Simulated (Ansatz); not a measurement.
Cubic perovskite CsPbBr3 (cubic high-temperature phase) was calculated with PBE+SOC (PAW; Ansatz, a program for electronic structure).

Run with plane-wave cutoff 520 eV, 6×6×6 k mesh, Fermi–Dirac smearing 0.01 eV, PAW data made under PBE.

Pressure at four volumes; x = ln(V/43.107 Å³). One pressure is withheld.

| V (Å³/atom) | x | P (GPa) |
|---|---|---|
| 40.521 | -0.0619 | ? |
| 41.383 | -0.0408 | 0.826 |
| 43.107 | 0.0000 | 0.001 |
| 45.694 | 0.0583 | -0.931 |

Problem. Pass a parabola P(x) through the three rows shown, estimate the bulk modulus and its pressure derivative near zero pressure, and predict the withheld pressure.

Solution. Slopes between the rows: (0.001 − (0.826))/(0.0000 − (-0.0408)) = -20.22 and (-0.931 − (0.001))/(0.0583 − (0.0000)) = -15.99 GPa. Their difference over the span 0.0991 is c = 4.23/0.0991 = 42.7 GPa, so P(x) = 0.826 + (-20.22)(x − (-0.0408)) + 42.7 (x − (-0.0408))(x − (0.0000)). At the middle row B = −dP/dx = −[-20.22 + 42.7 × 0.0408] = 18.5 GPa, and B′ = dB/dP = 2c/B = 4.6. At x = -0.0619 the parabola gives 1.308 GPa; the run gives 1.316 GPa. The Birch–Murnaghan fit to the energies at all volumes has B0 = 18.3 GPa and B′ = 4.7.

Note: the relaxation could not lower the start's symmetry, so the cell can be a saddle point above a distorted one.
